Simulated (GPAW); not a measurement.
Band structure of RbTl3 (Fm-3m, 4 atoms in the cell).

```
CELL_PARAMETERS angstrom
      0.00000     4.18059     4.18059
      4.18059     0.00000     4.18059
      4.18059     4.18059     0.00000
ATOMIC_POSITIONS crystal
  Rb 0.00000 0.00000 0.00000
  Tl 0.25000 0.25000 0.25000
  Tl 0.75000 0.75000 0.75000
  Tl 0.50000 0.50000 0.50000
```

Method of the run: LDA (Perdew-Wang 92), GPAW PAW datasets LDA (gpaw-data 1.0.1) (plane waves; GPAW).

Settings: mode = pw; ecut = 550 eV; xc = LDA; kpts = 7 7 7; mesh shift (steps) = 0 0 0; occupations.name = methfessel-paxton; occupations.width = 0.1 eV; occupations.order = 0; nbands = -10; convergence.density = 1e-05 e/electron; convergence.energy = 1e-05 eV/electron; symmetry.symmorphic = false; symmetry.tolerance = 0.0005; maxiter = 120.

The starting cell comes from a database of computed structures (which also holds hypothetical and non-ambient phases and stackings), without a prior relaxation at this level. Its lattice was rescaled by a random factor within 2.5 % of one. Spin-orbit coupling is off.

Levels in eV from the Fermi level, bands 21 to 28:
| point | 21 | 22 | 23 | 24 | 25 | 26 | 27 | 28 |
|---|---|---|---|---|---|---|---|---|
| Γ | -4.83 | -3.57 | 0.01 | 0.01 | 0.01 | 0.97 | 0.97 | 0.97 |
| X | -5.99 | -5.55 | -1.14 | -1.14 | 0.09 | 3.04 | 3.04 | 3.19 |
| W | -5.93 | -5.91 | -1.81 | 0.32 | 0.32 | 1.30 | 3.09 | 3.21 |
| K | -6.06 | -5.57 | -1.27 | -0.95 | 1.15 | 1.57 | 2.29 | 3.69 |
| L | -6.32 | -4.47 | -0.50 | -0.50 | 0.13 | 1.43 | 1.43 | 3.00 |
| U | -6.06 | -5.57 | -1.27 | -0.95 | 1.15 | 1.57 | 2.29 | 3.69 |

Bands cross the Fermi level along this path, so the cell is metallic at this level.
